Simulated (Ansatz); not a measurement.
The starting structures come from a database of crystals and need not be the phases stable at ambient conditions.

 Where the default PAW files enter, the runs use the earlier of Ansatz's two default sets.

The decay constant κ of evanescent states in the gap governs leakage through a thin film.

```
CELL_PARAMETERS angstrom
      4.59629     0.00000     0.00000
      0.00000     4.59629     0.00000
      0.00000     0.00000     6.47580
ATOMIC_POSITIONS crystal
  Al 0.00000 0.00000 0.00000
  In 0.50000 0.50000 0.50000
  Sb 0.00000 0.50000 0.23337
  Sb 0.50000 0.00000 0.76663
```

Space group of this cell: P-4m2. The cell is strained (all lengths scaled by 1.02); by r2SCAN its mean pressure is -2.6 GPa.

Transport runs along the normal of the first two printed cell vectors, the (001) plane of the conventional cell.

The gap is the functional's own. No spin-orbit coupling. Mid-gap values are interpolated on the energy grid.

Question: Predict the band gap and the smallest decay constant κ at mid-gap from Ansatz (a first-principles code) with r2SCAN.

Answer: Gap 0.53 eV on a 8×8×6 mesh; κ = 0.042 1/Å, at the zone centre.
